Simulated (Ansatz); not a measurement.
CO on the 1x1 (0001) surface of hcp Ti, one in a 2x2 cell: adsorption energies (eV for each) against CO(g) in Ansatz (plane waves, PAW). Structures relaxed with PBE; the other functionals are single points on them, with slab and gas at the same level. No dispersion, zero-point or thermal terms. Rows are starts at which the adsorbate stayed; left out, since it moved away, changed or didn't bind there, or the run didn't converge: bridge Ti-Ti (span 2.9 Å); top Ti.

Model: 18-atom slab, 6.8 Å thick at the start under the adsorbate (thin: gaps and levels are the slab's own), 6x6x1 mesh, Fermi-Dirac 0.1 eV, dipole correction, 8 atoms held, the rest relaxed; each run with such symmetry as its start has; no spin, no spin-orbit, no U, no dispersion correction.

```
site                                      PBE   RPBE  r2SCAN
--------------------------------------  -----  -----  ------
hollow Ti-Ti-Ti                         -1.70  -1.41   -1.85
hollow Ti-Ti-Ti over Ti at depth 2.2 Å  -1.90  -1.61   -2.09
```

RPBE moves the energies by 0.29 eV on average against PBE and puts 'hollow Ti-Ti-Ti over Ti at depth 2.2 Å' lowest, as PBE does. r2SCAN moves the energies by -0.17 eV on average against PBE and puts 'hollow Ti-Ti-Ti over Ti at depth 2.2 Å' lowest, as PBE does.

Ansatz is a first-principles code.
